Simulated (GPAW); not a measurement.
A user runs GPAW on W (Im-3m, 1 atom in the cell) and asks whether the run is sound. The aim is a self-consistent single point with DFT PBE, plane waves, GPAW PAW datasets PBE (gpaw-data 1.0.1).

Cell that was meant: a = 2.7763 Å, b = 2.7763 Å, c = 2.7763 Å, α = 109.47°, β = 109.47°, γ = 109.47°.

Part of the input:

```python
            xc='PBE',
            kpts=(19, 19, 19),
            occupations=FermiDirac(0.1),
            nbands=7,
            convergence={'density': 1e-05},
            symmetry={'symmorphic': False, 'tolerance': 0.0005},
            maxiter=100,
```

Output, abridged:

```
Input parameters:
  convergence: {density: 1e-05}
  kpts: [19 19 19]
  maxiter: 100
  mode: {ecut: 600.0,
         name: pw}
  nbands: 7
   [... lines left out ...]

Positions:
   0 W      0.000000    0.000000    0.000000    ( 0.0000,  0.0000,  0.0000)

Unit cell:
           periodic     x           y           z      points  spacing
  1. axis:    yes   -1.602914    1.602914    1.602914    16     0.1417
  2. axis:    yes    1.602914   -1.602914    1.602914    16     0.1417
  3. axis:    yes    1.602914    1.602914   -1.602914    16     0.1417

  Lengths:   2.776328   2.776328   2.776328
  Angles:  109.471221 109.471221 109.471221

Effective grid spacing dv^(1/3) = 0.1590
     iter     time        total  log10-change:
                         energy   eigst   dens
iter:   1 --:--:--   -11.589127
iter:   2 --:--:--   -11.567989   -1.36  -1.28
iter:   3 --:--:--   -11.491133   -0.54  -1.30
iter:   4 --:--:--   -11.436029   -2.22  -1.78
iter:   5 --:--:--   -11.446037   -2.73  -1.88
iter:   6 --:--:--   -11.383942   -1.15  -1.85
iter:   7 --:--:--   -11.364755   -2.50  -2.24
iter:   8 --:--:--   -11.364548   -3.96  -2.97
iter:   9 --:--:--   -11.364792c  -3.78  -3.29
iter:  10 --:--:--   -11.364528c  -3.89  -2.96
iter:  11 --:--:--   -11.364534c  -4.82  -3.77
   [... lines left out ...]
iter:  19 --:--:--   -11.364537c  -6.27  -4.85
iter:  20 --:--:--   -11.364537c  -6.38  -4.84
iter:  21 --:--:--   -11.364537c  -6.50  -4.81
iter:  22 --:--:--   -11.364538c  -6.61  -4.80
iter:  23 --:--:--   -11.364538c  -6.71  -4.72
iter:  24 --:--:--   -11.364538c  -6.82  -4.63
iter:  25 --:--:--   -11.364538c  -6.91  -4.75
iter:  26 --:--:--   -11.364538c  -6.94  -4.64
iter:  27 --:--:--   -11.364538c  -7.09  -5.11c
iter:  28 --:--:--   -11.364538c  -7.16  -4.72
iter:  29 --:--:--   -11.364538c  -7.33  -5.10c
iter:  30 --:--:--   -11.364538c  -7.45c -5.12c
Converged after 30 iterations.

Dipole moment: (-0.000000, 0.000000, 0.000000) |e|*Ang

Energy contributions relative to reference atoms: (reference = -438771.671655)

Kinetic:         +3.661305
Potential:       -5.872404
External:        +0.000000
XC:              -9.144808
Entropy (-ST):   +0.000000
Local:           -0.008630
SIC:             +0.000000
--------------------------
Free energy:    -11.364538
Extrapolated:   -11.364538

Showing only first 2 kpts
 Kpt  Band  Eigenvalues  Occupancy
  0     5     12.78168    2.00000
  0     6     12.78168    2.00000

  1     5     12.70451    2.00000
  1     6     12.76514    2.00000

Fermi level: inf

Could not find a gap
Energy (eV): -11.364538

Forces in eV/Ang:
  0 W     0.00000    0.00000   -0.00000

Stress tensor:
     0.017590     0.000000     0.000000
     0.000000     0.017590     0.000000
     0.000000     0.000000     0.017590
Stress (GPa, Voigt): [2.8182 2.8182 2.8182 0.     0.     0.    ]
```

### Question
Is this run sound? If not, what is wrong?

### Answer
The run is not sound. The fault is too few bands. Each band holds two electrons without spin (one with spinors), and smearing needs some empty bands above the Fermi level. To fix it, raise the band count or leave it to the default. The run converged in 30 iterations without an error; against the sound input the free energy rises by 219 meV/atom and the pressure goes from -6.34 to -2.82 GPa.

The sound input it was made from differs as follows (other fixes are possible):
```diff
-            nbands=7,
+            nbands=-5,
```

With that input, the run converged in 12 iterations: free energy E − TS (from the program's reference atoms) -11.5833 eV; Fermi level (on the code's own zero) 13.92 eV; pressure -6.34 GPa (DFT PBE, plane waves, GPAW PAW datasets PBE (gpaw-data 1.0.1)).

On the sound input: the starting cell comes from a database of computed structures (which also holds hypothetical and non-ambient phases and stackings), without a prior relaxation at this level. Its lattice was rescaled by a random factor within 2.5 % of one. Spin-orbit coupling is off. Spin polarisation is off. With a pressure of about -6 GPa the cell is away from its equilibrium volume at this level.
